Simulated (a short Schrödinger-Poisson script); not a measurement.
# Symmetric double-gate stack, SiO2 on p-type Si(110)

System: symmetric double-gate stack, SiO2 on p-type Si(110), at 400 K.

```
layer  material  thickness (nm)  Na (cm⁻³)
-----  --------  --------------  ---------
1          SiO2             2.9          -
2            Si               3       1e16
3          SiO2             2.9          -
```

The device is made up for the run: typed textbook-type constants, with dimensions and the other settings drawn at random. SiO2: permittivity 3.9, conduction-band edge (eV) 3.15, gap (eV) 9, electron mass (mₑ) 0.5. Si: permittivity 11.7, conduction-band edge (eV) 0, gap (eV) 1.124, Nv at 300 K (cm⁻³) 3.1e19.

Channel valleys (confinement mass, in-plane density-of-states mass, number): Δ4 0.315, 0.324, 4; Δ2 0.19, 0.417, 2. At the gates, both at one voltage, the conduction-band edge of layer 1 lies 3.39 eV − eVg above the Fermi level of the channel. Gaps are held at their typed values at every temperature. Mesh 0.03 nm at interfaces.

From a short Schrödinger-Poisson script (our own, NumPy): 1D Poisson equation in equilibrium, electrons quantum, Hartree (BenDaniel-Duke, 12 states a valley, the channel's in-plane mass for all, wave functions ending at the dielectric), parabolic valleys, classical holes, full ionisation, no traps, pinning or gate leakage.

```tsv
Vg (V)	electrons (cm⁻²)	C (μF/cm²)	Δ4 E0 (meV)	Δ4 E1 (meV)	Δ2 E0 (meV)	Δ2 E1 (meV)
-0.1	2.16e7	< 0.003	472.8	870.6	560.1	1219.5
0.1	7.05e9	0.0327	273.4	671.1	360.6	1020.0
0.3	6.18e11	1.23	118.6	515.4	205.9	864.3
0.5	2.62e12	1.82	67.1	461.0	154.4	809.9
0.7	5.00e12	1.96	42.9	433.3	130.2	782.2
0.9	7.48e12	2.02	26.8	413.7	114.1	762.6
1.1	1.00e13	2.05	14.5	397.8	101.9	746.7
1.3	1.26e13	2.07	4.4	384.0	91.8	733.0
1.5	1.52e13	2.08	-4.3	371.6	83.1	720.7
1.7	1.78e13	2.09	-12.1	360.2	75.4	709.3
```

Gate voltages with under 1e6 electrons/cm² are left out.

Subbands count from the Fermi level. The capacitance is that of both gates.
